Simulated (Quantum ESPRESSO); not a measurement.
# Quick settings and what they miss: BaSr₃ (I4/mmm, 4 atoms in the cell)

Self-consistent single point.

```xyz
4
Lattice="-3.0566 3.0566 6.0556 3.0566 -3.0566 6.0556 3.0566 3.0566 -6.0556" Properties=species:S:1:pos:R:3 pbc="T T T"
Ba     0.0000     0.0000     0.0000
Sr     0.0000     3.0566     3.0278
Sr     3.0566     0.0000     3.0278
Sr     0.0000     0.0000     6.0556
```

Method: LDA (PZ), GBRV 1.5 ultrasoft (LDA) pseudopotentials (plane waves; Quantum ESPRESSO).

Base settings: ecutwfc = 40 Ry; ecutrho = 200 Ry; occupations = smearing; smearing = mp; degauss = 0.0147 Ry; potentials = {Ba: ba_lda_v1.uspp.F.UPF, Sr: sr_lda_v1.uspp.F.UPF}; K_POINTS = automatic 7 7 7 0 0 0; conv_thr = 1e-10 Ry; mixing_beta = 0.4.

Tight run (finer mesh or higher cutoff; not a proven limit): ecutwfc: 40 Ry → 56 Ry; ecutrho: 200 Ry → 280 Ry; conv_thr: 1e-10 Ry → 7.3e-11 Ry; K_POINTS: automatic 7 7 7 0 0 0 → automatic 10 10 10 0 0 0. It gave Fermi level (on the code's own zero) 5.25 eV; pressure -1.23 GPa.

Quick runs, as changes from the base:
- A: the base itself
- B: ecutwfc: 40 Ry → 24 Ry; ecutrho: 200 Ry → 120 Ry; K_POINTS: automatic 7 7 7 0 0 0 → automatic 3 3 3 1 1 1
- C: ecutwfc: 40 Ry → 20 Ry; ecutrho: 200 Ry → 100 Ry; pseudopotentials: {Ba: ba_lda_v1.uspp.F.UPF, Sr: sr_lda_v1.uspp.F.UPF} → {Ba: ba_pbesol_v1.uspp.F.UPF, Sr: sr_pbesol_v1.uspp.F.UPF}; K_POINTS: automatic 7 7 7 0 0 0 → automatic 4 4 4 0 0 0 [PBEsol]
- D: ecutwfc: 40 Ry → 20 Ry; ecutrho: 200 Ry → 100 Ry; K_POINTS: automatic 7 7 7 0 0 0 → automatic 8 8 8 1 1 1
- E: ecutwfc: 40 Ry → 24 Ry; ecutrho: 200 Ry → 120 Ry; smearing: mp → fd; degauss: 0.0147 Ry → 0.036749 Ry; K_POINTS: automatic 7 7 7 0 0 0 → automatic 1 1 1 1 1 1
- F: ecutwfc: 40 Ry → 28 Ry; ecutrho: 200 Ry → 140 Ry; smearing: mp → cold; conv_thr: 1e-10 Ry → 7.3e-05 Ry; K_POINTS: automatic 7 7 7 0 0 0 → automatic 8 8 8 0 0 0

Energies are extrapolated to zero smearing width, which holds to low order in the width alone (under cold and Methfessel-Paxton smearing the free energy itself is taken).

Dashes: time of B, C, E, under 30 s; energy of C, another energy zero.

† marks runs with another functional, U, potentials or spin treatment: their distance from the tight run is not a convergence error alone.

The count of work is k-points × plane waves × bands × iterations; it is no time. Core times come from one kind of shared machine and are given to one figure; runs under 30 s give none.

The starting cell comes from a database of computed structures (which also holds hypothetical and non-ambient phases and stackings), without a prior relaxation at this level. Its lattice was rescaled by a random factor within 2.5 % of one.

```csv
run,energy less tight (meV/atom),pressure less tight (GPa),count of work / tight,core time / tight (rough)
A,1.5,-0.02,0.24,0.2
B,6.6,-0.13,0.016,–
C†,–,-0.05,0.025,–
D,54.3,-0.94,0.12,0.1
E,-611.0,-2.84,0.0027,–
F,7.2,0.10,0.086,0.09
```

Among the runs at the tight run's level, the energy misses run from 1.5 to 611.0 meV/atom.
